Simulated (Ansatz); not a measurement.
**CaF2, pressure series**

Base system: CaF$_{2}$ in the fluorite structure (space group Fm-3m, No. 225; a = 5.4205 Å).

Cell and atoms are relaxed at each pressure.

Computed with Ansatz (a first-principles code), PBEsol, PAW, cutoff 420 eV, scalar-relativistic without spin-orbit coupling.

Two rows of this table had their results exchanged by mistake.

| pressure | volume per atom (Å³) | shortest distance (Å) | band gap |
|---|---|---|---|
| pressure −2 GPa | 13.60 | 2.366 | 7.11 eV |
| pressure −1 GPa | 13.43 | 2.356 | 7.18 eV |
| pressure 0.3 GPa | 13.23 | 2.344 | 7.27 eV |
| pressure 0.7 GPa | 13.17 | 2.341 | 7.29 eV |
| pressure 1.5 GPa | 13.05 | 2.334 | 7.35 eV |
| pressure 3 GPa | 12.85 | 2.322 | 7.44 eV |
| pressure 5 GPa | 12.09 | 2.275 | 7.81 eV |
| pressure 7.5 GPa | 12.33 | 2.290 | 7.69 eV |
| pressure 10 GPa | 12.61 | 2.307 | 7.55 eV |

**Question.** Which two?

**Answer.** The rows for pressure 5 GPa and pressure 10 GPa: the volume has to fall steadily with pressure, so 12.61 Å³ belongs to pressure 5 GPa and 12.09 Å³ to pressure 10 GPa.

Load acts through the strain it causes; cell and atoms are relaxed under it. Stability against distortions was not tested. No other phases were tried under pressure. The base started in Pca2_1 and relaxed to Fm-3m at this level.
